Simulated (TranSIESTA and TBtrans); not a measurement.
System: Ge chain with one bond stretched by 2.0 Å. Leads: straight Ge chain, spacing 2.544 Å. Geometry: as built, not relaxed. Transport runs along z; the first 6 and the last 6 of the 18 atoms are the lead cells, repeated to infinity.

```xyz
18
Lattice="9.000 0.000 0.000 0.000 9.000 0.000 0.000 0.000 47.792" Properties=species:S:1:pos:R:3 pbc="F F T"
Ge     4.500     4.500     0.000
Ge     4.500     4.500     2.544
Ge     4.500     4.500     5.088
Ge     4.500     4.500     7.632
Ge     4.500     4.500    10.176
Ge     4.500     4.500    12.720
Ge     4.500     4.500    15.264
Ge     4.500     4.500    17.808
Ge     4.500     4.500    20.352
Ge     4.500     4.500    24.896
Ge     4.500     4.500    27.440
Ge     4.500     4.500    29.984
Ge     4.500     4.500    32.528
Ge     4.500     4.500    35.072
Ge     4.500     4.500    37.616
Ge     4.500     4.500    40.160
Ge     4.500     4.500    42.704
Ge     4.500     4.500    45.248
```

Run with TranSIESTA and TBtrans (open boundaries, self-consistent; PseudoDojo norm-conserving potentials, scalar-relativistic): PAO.BasisSize DZP, PAO.EnergyShift 0.15 eV, XC.Authors PBE, Mesh.Cutoff 200 Ry, ElectronicTemperature 300 K, TS.Voltage 0.0 eV, TBT.Elecs.Eta 0.001 eV, no spin polarisation.

Energies count from the leads' Fermi level. Transmissions are for one spin of a degenerate pair. The energy step is 0.01 eV; narrower resonances are cut or missed.

| E (eV) | T |
|---|---|
| -0.20 | 0.128 |
| -0.15 | 0.135 |
| -0.10 | 0.141 |
| -0.05 | 0.145 |
| 0.00 | 0.148 |
| 0.05 | 0.149 |
| 0.10 | 0.149 |
| 0.15 | 0.149 |
| 0.20 | 0.148 |

Question: Give the zero-bias conductance in μS and the resistance at 300 K.

Answer: At the Fermi level T = 0.148. Averaged with −∂f/∂E over the full grid (kT = 25.9 meV) it is 0.147. With G0 = 2e²/h = 77.48 μS, G = 11.4 μS and R = 1/G = 87.7 kΩ.

Question: The eigenchannels at the Fermi level transmit 0.0938, 0.0269, 0.0269. What Fano factor of the shot noise follows at low temperature and bias?

Answer: F = Σ τ(1 − τ)/Σ τ = 0.137/0.148 = 0.93.

The straight chain is held at its spacing; free chains may zigzag or dimerise. No spin-polarised start was tried, so a magnetic state, if there is one, is missed.
